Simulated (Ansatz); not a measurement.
## A computed series for GaSb: response to strain

Start from GaSb in the zinc blende structure (space group F-43m, No. 216).

```
CELL_PARAMETERS angstrom
      0.00000     3.06618     3.06618
      3.06618     0.00000     3.06618
      3.06618     3.06618     0.00000
ATOMIC_POSITIONS crystal
  Ga 0.00000 0.00000 0.00000
  Sb 0.25000 0.25000 0.25000
```

Strains are applied to the cell and any free atomic positions relax.

All numbers come from r2SCAN (Ansatz, a quantum-chemistry and plane-wave program; PAW; 500 eV plane waves; spin-orbit coupling left out).

```csv
change,width of the top valence band,pressure,volume per atom,electron mass,gap character
base,3.21 eV,0.01 GPa,28.83 Å³,0.023 mₑ (at Γ),direct at Γ
isotropic strain −3.00 %,3.66 eV,6.05 GPa,26.31 Å³,"1.7 mₑ along k, 0.093 mₑ across (at L)","indirect, Γ → L"
isotropic strain −2.50 %,3.58 eV,4.85 GPa,26.72 Å³,"1.7 mₑ along k, 0.092 mₑ across (at L)","indirect, Γ → L"
isotropic strain −2.00 %,(withheld),3.74 GPa,27.13 Å³,"1.7 mₑ along k, 0.091 mₑ across (at L)","indirect, Γ → L"
isotropic strain −1.50 %,3.43 eV,2.70 GPa,27.55 Å³,0.040 mₑ (at Γ),direct at Γ
isotropic strain −1.00 %,(withheld),1.74 GPa,27.97 Å³,0.034 mₑ (at Γ),direct at Γ
isotropic strain −0.50 %,3.28 eV,0.84 GPa,28.40 Å³,0.029 mₑ (at Γ),direct at Γ
```

Q: Complete the table.

A: 
- isotropic strain −2.00 %, width of the top valence band: 3.50 eV
- isotropic strain −1.00 %, width of the top valence band: 3.35 eV

With Sb present, leaving out spin-orbit coupling can change the band edges. Effective masses come from finite differences of ±0.01 Å⁻¹. Along k means along the line from Γ to the band edge. Whether these cells are dynamically stable was not tested.
